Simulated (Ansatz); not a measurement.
System: O-vacancy pair (O on one host N site, one N site vacant) in wurtzite AlN (charge state +2). Calculation: PBE, PAW (plane waves to 420 eV; Ansatz, a program for electronic structure).

Settings: 72 host sites, the relaxed PBE lattice, the Γ point alone, smearing 0.01 eV, spin-restricted, no image-charge correction. Energies are static. The charge state is imposed; whether it is stable for some Fermi level was not computed. Forms of the defect that were not tried may lie lower. The start lies 0.18 eV above the lowest site run (PBE).

Barriers: single points on a 2×2×2 k-point mesh shifted by half a step along c at the bands' geometries (they differ from the bands' own by up to 0.47 eV, and are uncertain by about as much).

The step: direct exchange of O with the vacancy (O-vacancy distance between ideal sites 3.09 Å throughout). Atoms about the jump, Cartesian Å from the middle of the jump, before and after:

```
atom     x0     y0     z0     x1     y1     z1
----  -----  -----  -----  -----  -----  -----
O1    -0.77  -0.45  -1.25   0.77   0.45   1.25
Al2    0.82   0.48  -0.67   0.77   0.45  -0.74
Al3   -0.82  -0.47   1.90  -0.83  -0.48   1.89
Al4   -0.78  -2.33  -0.65  -0.77  -2.32  -0.64
Al5   -2.40   0.49  -0.65  -2.40   0.49  -0.64
N6    -0.77  -2.24   1.24  -0.77  -2.24   1.26
N7    -2.32   0.46   1.24  -2.32   0.46   1.26
N8     2.33  -0.45  -1.23   2.33  -0.46  -1.23
N9     0.77   2.25  -1.23   0.77   2.25  -1.23
Al10   2.42  -0.49   1.88   2.41  -0.49   1.88
Al11   0.79   2.34   1.88   0.79   2.33   1.88
Al12   2.36  -2.27  -0.66   2.36  -2.27  -0.65
Al13  -0.79   3.17  -0.66  -0.79   3.18  -0.65
N14    0.79  -3.15  -1.25   0.79  -3.15  -1.25
N15   -2.34   2.26  -1.25  -2.33   2.26  -1.25
N16    2.35  -2.26   1.26   2.34  -2.25   1.26
N17   -0.78   3.16   1.26  -0.78   3.15   1.26
Al18  -0.78  -0.45  -3.26  -0.78  -0.45  -3.31
```

Q: Give the saddle-point geometry and the barrier.

A: 
| atom | x | y | z |
|---|---|---|---|
| O1 | -0.18 | -0.10 | 0.16 |
| Al2 | 0.87 | 0.50 | -1.09 |
| Al3 | -0.91 | -0.52 | 1.81 |
| Al4 | -0.74 | -2.29 | -0.56 |
| Al5 | -2.36 | 0.51 | -0.56 |
| N6 | -0.83 | -2.35 | 1.33 |
| N7 | -2.45 | 0.46 | 1.33 |
| N8 | 2.42 | -0.45 | -1.29 |
| N9 | 0.81 | 2.33 | -1.29 |
| Al10 | 2.45 | -0.53 | 1.94 |
| Al11 | 0.77 | 2.39 | 1.94 |
| Al12 | 2.37 | -2.24 | -0.65 |
| Al13 | -0.76 | 3.18 | -0.65 |
| N14 | 0.80 | -3.12 | -1.23 |
| N15 | -2.31 | 2.26 | -1.23 |
| N16 | 2.32 | -2.25 | 1.27 |
| N17 | -0.80 | 3.14 | 1.27 |
| Al18 | -0.80 | -0.46 | -3.31 |
It lies 3.75 eV above the start and 3.77 eV above the end. The check of the saddle point's order was inconclusive, and it lies on a symmetry element of the cell, where a band can be held.
